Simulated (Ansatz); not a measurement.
The starting structures come from a database of crystals and need not be the phases stable at ambient conditions.

Tunnelling through a barrier is set by its complex band structure: the current falls as exp(−2κd) with the smallest κ.

Data:

```
NaYS2
1.0
    3.97552     0.00000     0.00000
    1.98776     6.69988     0.00000
    1.98776     0.58974     3.39202
Na Y S
1 1 2
Direct
  0.00000   0.00000   0.00000
  0.50000   0.50000   0.50000
  0.24292   0.27124   0.24292
  0.75708   0.72876   0.75708
```

Space group of this cell: R-3m. The cell is taken as given; by PBEsol its mean pressure is -1.6 GPa.

Transport runs along the normal of the first two printed cell vectors, the (101) plane of the conventional cell.

The gap is the functional's own, uncorrected, and κ follows it; spin-orbit coupling is left out. Mid-gap values are interpolated between the computed energies.

Problem. Predict the band gap and the smallest decay constant κ at mid-gap from PBEsol (Ansatz, a program for electronic structure).

Solution. Gap 2.18 eV on a 10×10×10 mesh; κ = 0.220 1/Å, at the zone centre.
